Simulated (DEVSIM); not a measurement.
Device: Pt/SiO2/p-Ge capacitor, at 300 K.

Layer 1 from the left is SiO2, thickness (nm) 8.00. Layer 2 from the left is Ge, thickness (nm) 410, Na (cm⁻³) 2.1e18.

Metal gate on the left, work function 5.6 eV. Fixed charge at the semiconductor interface 0 cm⁻² (in units of +e); no interface traps.

This is a model device: material constants are rounded textbook-type values typed into the input, and sizes, dopings and lifetimes were drawn at random. Values at 300 K.

SiO2: gap (eV) 9, affinity (eV) 0.9, permittivity 3.9. Ge: gap (eV) 0.664, affinity (eV) 4, permittivity 16, Nc (cm⁻³) 1.04e19, Nv (cm⁻³) 6e18.

DEVSIM, 1D Poisson equation in equilibrium, Boltzmann statistics, complete ionisation; no quantum confinement or tunnelling. Metal contacts follow the ideal Schottky-Mott rule: no Fermi-level pinning, no interface dipoles.

### Question
What does the simulation give for the minimum of the low-frequency capacitance?

### Answer
minimum of the low-frequency capacitance 0.271 μF/cm².
